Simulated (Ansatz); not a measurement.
The starting structures come from a database of crystals and need not be the phases stable at ambient conditions.

 Where the default PAW files enter, the runs use the earlier of Ansatz's two default sets.

Here is the system:

```yaml
crystal:
  lattice:
    - [5.37903, 0.00000, 0.00000]
    - [2.68951, 5.01153, 0.00000]
    - [2.68952, 1.44337, 4.42913]
  atoms:
    - { symbol: Zn, position: [0.36546, 0.90362, 0.36546] }
    - { symbol: Zn, position: [0.63454, 0.09638, 0.63454] }
    - { symbol: Sn, position: [0.14996, 0.55013, 0.14996] }
    - { symbol: Sn, position: [0.85004, 0.44987, 0.85004] }
    - { symbol: O, position: [0.75985, 0.74441, 0.04999] }
    - { symbol: O, position: [0.24015, 0.25559, 0.95001] }
    - { symbol: O, position: [0.44575, 0.74441, 0.75985] }
    - { symbol: O, position: [0.55425, 0.25559, 0.24015] }
    - { symbol: O, position: [0.04999, 0.74441, 0.44575] }
    - { symbol: O, position: [0.95001, 0.25559, 0.55425] }
```

Space group of this cell: R-3. The cell is taken as given; by PBEsol its mean pressure is -7.0 GPa.

All values below come from PBEsol (plane waves, PAW; Ansatz, an electronic-structure program).

The current runs along the normal of the first two printed vectors; no spin-orbit coupling. Scaled by the factor s: the length along the current (ions clamped). The meshes follow the cell: 8×6×8 and 6×6 across at s = 0.97, 8×8×8 and 6×6 across at s = 1.00, 8×6×8 and 6×6 across at s = 1.03.

```
s     mean pressure (GPa)  band gap (eV)
----  -------------------  -------------
0.97                 -1.6              ?
1.00                 -7.0           1.20
1.03                -11.2           0.97
```

Take the slope of the band gap against ln s from the two given rows, extrapolate to s = 0.97, and say what the run there gives.

Slope = (0.97 − 1.20) / ln 1.03 = -7.78 eV. The line gives 1.20 + (-7.78) × ln 0.97 = 1.44 eV. The run gives 1.39 eV, 0.05 eV under the line, 20 % of the predicted step.
